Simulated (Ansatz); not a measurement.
Consider MoSi2 (space group Fddd, No. 70; a = 4.607 Å, b = 8.057 Å, c = 8.762 Å; a hypothetical phase, not in the database extracts checked). Axes: x, y, z lie along a, b, c of the conventional cell.

Computed with PBE (Ansatz, a program for electronic structure, PAW, no SOC).

For the base:

```
Property                        Result
-----------------------------  -------
Shortest interatomic distance  2.551 Å
```

Perturbation: a pure shear with ε_xz = ε_zx = -0.0387; the atoms relax in the strained cell.

Task: Estimate the effect on the energy relative to the base.

Result: The energy goes up by 37 meV/atom.

Task: Predict the new largest internal atomic displacement.

Result: The largest internal atomic displacement is 0.055 Å.

Task: Estimate the effect on the shortest interatomic distance.

Result: The shortest interatomic distance falls by 0.047 Å to 2.504 Å.

Without a gap, meshes like the base's 13×13×13 leave anisotropic stresses uncertain by several tenths of a GPa, and small strain energies with them. Whether these cells are dynamically stable was not tested. The final runs are not spin-polarised.
